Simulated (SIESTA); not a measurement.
Input and output of a self-consistent single point for Si (P1, 4 atoms in the cell) (SIESTA).

Method: LDA PW92, numerical atomic orbitals DZP, PseudoDojo LDA standard norm-conserving potentials (rewritten from UPF to PSML) run with SIESTA.

The change in words: lattice scaled by 0.98. Reference geometry:
```xyz
4
Lattice="3.8313 0.0000 0.0000 -1.9157 3.3180 0.0000 0.0000 0.0000 6.3326" Properties=species:S:1:pos:R:3 pbc="T T T"
Si    -0.0136     2.2107     0.4376
Si     1.9254     1.0908     5.9293
Si     1.8862     1.0939     3.5500
Si     0.0333     2.2406     2.7484
```

Reference input (self-consistent single point, DFT, LDA PW92, numerical atomic orbitals DZP, PseudoDojo LDA standard norm-conserving potentials (rewritten from UPF to PSML)): XC.functional = LDA; XC.authors = PW92; potentials = PseudoDojo LDA standard; PAO.BasisSize = DZP; PAO.EnergyShift = 0.005 Ry; MeshCutoff = 350 Ry; kgrid.MonkhorstPack = 7 7 4; OccupationFunction = FD; ElectronicTemperature = 116.05 K; MaxSCFIterations = 150; SCF.Mixer.Method = Pulay; SCF.Mixer.Weight = 0.2. This run's input differs from it in these lines:

```diff
@@ -11,5 +11,5 @@
 %block LatticeVectors
-     7.240145496    0.000000000    0.000000000
-    -3.620072748    6.270149076    0.000000000
-     0.000000000    0.000000000   11.966917451
+     7.095343342    0.000000000    0.000000000
+    -3.547671671    6.144746850    0.000000000
+     0.000000000    0.000000000   11.727579858
 %endblock LatticeVectors
@@ -17,6 +17,6 @@
 %block AtomicCoordinatesAndAtomicSpecies
-    -0.013568620    2.210740320    0.437634703  1
-     1.925406878    1.090838891    5.929257436  1
-     1.886160752    1.093908060    3.549971783  1
-     0.033320990    2.240552729    2.748376078  1
+    -0.013297249    2.166525780    0.428882037  1
+     1.886898942    1.069022245    5.810672662  1
+     1.848437734    1.072030030    3.478972571  1
+     0.032654574    2.195741945    2.693408730  1
 %endblock AtomicCoordinatesAndAtomicSpecies
```

Output, abridged:

```
        iscf     Eharris(eV)        E_KS(eV)     FreeEng(eV)     dDmax    Ef(eV) dHmax(eV)
   scf:    1     -456.349640     -463.267119     -463.267119  1.717161 -5.072707  0.623638
   scf:    2     -463.317936     -463.293294     -463.293294  0.015802 -5.005907  0.418442
   scf:    3     -463.346019     -463.322147     -463.322192  0.038443 -4.855567  0.104758
   scf:    4     -463.324383     -463.323467     -463.323616  0.009440 -4.820556  0.010882
   scf:    5     -463.323526     -463.323501     -463.323653  0.000702 -4.820576  0.003423
   scf:    6     -463.323508     -463.323504     -463.323659  0.000281 -4.820352  0.001821
   scf:    7     -463.323509     -463.323507     -463.323662  0.000485 -4.820667  0.000587
   scf:    8     -463.323506     -463.323506     -463.323663  0.000327 -4.820641  0.000113
   scf:    9     -463.323506     -463.323506     -463.323663  0.000006 -4.820615  0.000052
SCF Convergence by DM+H criterion
max |DM_out - DM_in|         :     0.0000061772
max |H_out - H_in|      (eV) :     0.0000519129
SCF cycle converged after 9 iterations

Using DM_out to compute the final energy and forces

siesta: E_KS(eV) =             -463.3235

siesta: E_KS - E_eggbox =      -463.3235

siesta: Atomic forces (eV/Ang):
     1    0.316306   -0.167195   -0.885237
     2   -0.326174    0.170765    0.122316
     3    0.820090    0.530800    0.220336
     4   -0.810202   -0.534409    0.542967
   Tot    0.000020   -0.000040    0.000382
   Max    0.885237
   Res    0.524550    sqrt( Sum f_i^2 / 3N )
   Max    0.885237    constrained

Stress tensor Voigt[x,y,z,yz,xz,xy] (kbar):      -33.75      -57.02      -65.75       -4.73      -14.35        9.01
(Free)E + p*V (eV/cell)     -460.8563
   [... lines left out ...]
siesta: FreeEng =      -463.323663
   [... lines left out ...]
siesta:    -0.021065    0.005624   -0.008959
siesta:     0.005624   -0.035590   -0.002954
siesta:    -0.008959   -0.002954   -0.041038

siesta: Cell volume =         75.768591 Ang**3

siesta: Pressure (static):
siesta:                Solid            Molecule  Units
siesta:           0.00035467          0.00022795  Ry/Bohr**3
siesta:           0.03256421          0.02092965  eV/Ang**3
siesta:          52.17361723         33.53299314  kBar
```

The run converged in 9 iterations. Against the reference run the free energy goes up by 14.1 meV/atom, the pressure goes from -1.07 to 5.22 GPa, the largest force goes from 1.008 to 1.112 eV/Å and the gap on the mesh goes from 0.132 to 0.024 eV.

The starting cell comes from a database of computed structures (which also holds hypothetical and non-ambient phases and stackings), without a prior relaxation at this level. Its atoms were displaced at random from the sites of space group no. 194. For this run, on top of that: lattice scaled by 0.98. Values carry the incompleteness of an atom-centred basis. With a pressure of about 5 GPa the cell is away from its equilibrium volume at this level. Forces in this geometry exceed 1 eV/Å.

Cost on one core of a shared machine: roughly 50 s.
